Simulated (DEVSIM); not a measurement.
System: abrupt GaAs n-p junction, at 300 K.

```
layer (left to right)  material  thickness (μm)  Nd (cm⁻³)  Na (cm⁻³)  τn (s)  τp (s)
---------------------  --------  --------------  ---------  ---------  ------  ------
1                          GaAs            9.40       1e17          -   5e-10   5e-10
2                          GaAs           0.850          -     2.4e16   5e-10   5e-10
```

Left contact: ohmic. Right contact: ohmic. Voltage is applied to the left contact. Recombination: SRH at mid-gap. Mobility is μmin + (μ − μmin)/(1 + (N/Nref)^α).

The device is made up for the run: typed textbook-type constants, with dimensions and the other settings drawn at random. Values at 300 K.

```
parameter        GaAs
-------------  ------
gap (eV)        1.424
affinity (eV)    4.07
permittivity     12.9
Nc (cm⁻³)      4.7e17
Nv (cm⁻³)        9e18
μn (cm²/Vs)      8500
μp (cm²/Vs)       400
μn,min            500
μp,min             20
Nref,n           6e16
Nref,p         1.5e17
αn               0.39
αp               0.38
```

Model (solved in DEVSIM): 1D drift-diffusion, Boltzmann statistics, complete ionisation; no tunnelling, impact ionisation, image-force lowering or self-heating.

Problem. Give the dark reverse current.

Solution. 
```json
[
 {"V (V)": "0.40", "J (A/cm²)": "2.2e-9"},
 {"V (V)": "1.00", "J (A/cm²)": "4.5e-9"},
 {"V (V)": "2.00", "J (A/cm²)": "7.6e-9"},
 {"V (V)": "3.00", "J (A/cm²)": "1.0e-8"},
 {"V (V)": "4.00", "J (A/cm²)": "1.2e-8"},
 {"V (V)": "6.00", "J (A/cm²)": "1.6e-8"},
 {"V (V)": "8.00", "J (A/cm²)": "2.0e-8"},
 {"V (V)": "10.00", "J (A/cm²)": "2.3e-8"},
 {"V (V)": "13.00", "J (A/cm²)": "2.7e-8"},
 {"V (V)": "16.00", "J (A/cm²)": "3.0e-8"},
 {"V (V)": "20.00", "J (A/cm²)": "3.3e-8"}
]
```
